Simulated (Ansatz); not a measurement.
Structure of amorphous Si30N40Ru (periodic cell):

```xyz
71
Lattice="9.2835 0.1793 -0.1166 0.1793 9.3598 -0.0891 -0.1166 -0.0891 9.2202" Properties=species:S:1:pos:R:3 pbc="T T T"
Si     0.6121     2.4034     4.3997
Si     3.5904     9.3636     2.6799
Si     5.5234     4.9922     5.5389
Si     6.1878     8.2932     1.2730
Si     0.6191     4.8613     8.2606
Si     8.0299     2.6043     8.5502
Si     0.5052     7.4933     7.1183
Si     7.2800     0.1707     8.2569
Si     7.7135     5.4237     1.0478
Si     1.4505     7.5532     3.8934
Si     3.3051     0.2083     7.5953
Si     0.0841     5.4090     5.0670
Si     4.3267     7.0469     4.6506
Si     3.2219     4.4992     6.9101
Si     1.1440     0.4580     0.1815
Si     3.6396     2.1401     4.9892
Si     3.8974     4.5532     0.1288
Si     8.6202     3.4246     2.0632
Si     7.0301     7.4738     5.7601
Si     2.3474     2.5830     2.1369
Si     5.9610     0.2253     3.9796
Si     5.2287     2.4244     7.0545
Si     5.3273     7.0546     8.0312
Si     8.8422     0.1795     5.6111
Si     1.2709     2.3008     7.0391
Si     2.0348     5.0686     2.3353
Si     8.2831     0.3374     2.8218
Si     3.6203     7.2982     0.5446
Si     6.9428     6.0460     3.3374
Si     0.7218     7.2103     1.0100
N      6.2807     6.3494     6.8127
N      0.3735     8.2102     2.4975
N      4.4857     8.3853     1.5735
N      0.1138     3.2193     7.9652
N      6.6546     0.1789     2.2949
N      2.2778     2.3208     3.8575
N      0.9080     8.0895     5.5045
N      1.9185     1.0426     8.0820
N      4.4472     1.0697     3.7124
N      3.4316     3.9814     1.7327
N      2.2827     6.5669     1.4237
N      4.5119     3.6643     8.0000
N      1.3631     5.8156     3.8377
N      4.7660     6.0938     0.0693
N      9.1189     6.0247     0.2140
N      0.9862     8.0472     8.7983
N      3.7699     8.0276     8.1129
N      7.6356     3.6991     0.5822
N      7.9930     6.6474     4.6046
N      6.9068     6.8028     1.7442
N      5.6886     8.2345     4.9237
N      8.7187     1.1063    -0.0714
N      7.8407     4.7815     2.6860
N      8.9200     1.9509     2.8889
N      7.6512     0.2961     4.4671
N      5.0328     3.1994     5.4516
N      3.8762     5.7845     5.9307
N      6.3960     8.3435     8.7994
N      2.3332     4.8646     8.3817
N      5.3540     5.8083     3.9518
N      3.0927     8.0670     3.8366
N      9.0701     3.9498     4.8471
N      4.2225     1.0699     6.5151
N      0.4474     1.4071     5.8213
N      0.3945     5.8285     6.8122
N      6.7209     1.7634     7.7004
N      2.2538     0.8872     1.5738
N      2.4718     3.1441     6.1990
N      1.0020     3.7025     1.9179
N      8.1841     8.6094     6.8196
Ru     7.1281     3.3873     5.1122
```

Level of theory: PBE, scalar-relativistic without spin-orbit coupling (plane waves to 420 eV, PAW; Ansatz, a quantum-chemistry and plane-wave program). In the spin-polarised cell the level spacing at the Fermi energy can part levels of unlike spin.

It comes from a melt-quench run on a machine-learned potential (CHGNet), relaxed afterwards by DFT. N atoms were pushed apart under 1.9 Å during the dynamics, to hinder bonds among them. The hot cell started wider than the set density and was brought back towards it in steps. It is the lowest in DFT energy of 2 quenches. It is a model cell: composition and starting density were chosen by hand, and all elements were melted together. No dispersion term was used. Its density started from a set value of 3.12 and ended at 3.12 g/cm³. Cooling (nominally 380 K/ps over its main leg) ran many orders faster than in experiment, which tends to leave more defects and strain. A cell of this size samples the disorder only roughly. The volume was held where the preparation left it and the shape relaxed, at a PBE pressure of 0.2 GPa. Stress components on the final sampling reach 0.5 GPa. On a 2×2×2 Γ-centred mesh force components of up to 0.15 eV/Å stay, since the relaxation ran on the zone centre alone.

Neighbours within Si-Si 2.60 Å, Si-N 2.14 Å, Si-Ru 2.83 Å, N-N 1.70 Å, N-Ru 2.39 Å, Ru-Ru 3.21 Å count as bonded. Two cations that share two anions don't count as bonded, nor two that share one unless they lie closer than Si-Si 2.38 Å, Si-Ru 2.75 Å, Ru-Ru 3.12 Å.

### Question
Give the coordination numbers, mean bond lengths and angles.

### Answer

```
Quantity                                                                                                       Result
---------------------------------  ----------------------------------------------------------------------------------
Mean coordination of Si by anions  4.00 (1 with 3, 28 with 4, 1 with 5); 1 close contacts or bonds to cations besides
Mean coordination of N                                                                     3.05 (38 with 3, 2 with 4)
Mean coordination of Ru by anions                       2.00 (1 with 2); 1 close contacts or bonds to cations besides
Mean Si-N bond                                                                  1.771 Å (spread 0.063 Å, 120 counted)
Mean N-Ru bond                                                                    2.085 Å (spread 0.046 Å, 2 counted)
Bond angle at Si                                                                            mean 109.1°, spread 15.2°
Bond angle at N                                                                             mean 116.3°, spread 17.9°
```

### Question
Which atoms depart from the most common coordination of their element?

### Answer
Si3 has 5 (N60 1.79 Å, N56 1.86 Å, N57 1.87 Å, N31 2.01 Å, Ru71 2.31 Å); Si11 has 3 (N63 1.66 Å, N47 1.68 Å, N38 1.69 Å); Si16 has 5 (N36 1.78 Å, N56 1.81 Å, N39 1.85 Å, N63 1.95 Å, N68 1.96 Å); N56 has 4 (Si22 1.79 Å, Si16 1.81 Å, Si3 1.86 Å, Ru71 2.13 Å); N70 has 4 (Si8 1.79 Å, Si24 1.80 Å, Si7 1.87 Å, Si19 1.93 Å).

### Question
List the pairs of like atoms that count as bonded by the rules above.

### Answer
There are none by these rules.
